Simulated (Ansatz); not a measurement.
The reference is HfO$_{2}$ in the CdI2 type structure (space group P-3m1, No. 164; a = 3.208 Å, c = 4.515 Å; a hypothetical phase, not in the database extracts checked; layered, stacked along the Cartesian z axis).

The change: a free-standing slab of 1 layer (3 atoms, 3 a layer) is cut normal to the stacking axis, with 15 Å of vacuum and the in-plane cell relaxed.

Levels (all Ansatz, a quantum-chemistry and plane-wave program, PAW): PBEsol-D3(BJ) (420 eV, no SOC); r2SCAN (500 eV, no spin-orbit coupling); HSE06 (420 eV, no spin-orbit coupling).

At the geometry relaxed with PBEsol-D3(BJ), these levels gave the following band gaps, in shuffled order: (a) 6.61 eV, (b) 4.86 eV, (c) 5.47 eV.

Q: Match each gap to its level.

A: (a) HSE06; (b) PBEsol-D3(BJ); (c) r2SCAN.

Single points use the geometry relaxed with PBEsol-D3(BJ). The hybrid gap comes from the SCF mesh plus the semilocal run's edge points and a few special points and is an upper bound. Spin-orbit coupling, missing from the scalar runs, can matter with Hf. No phonon test of stability was made.
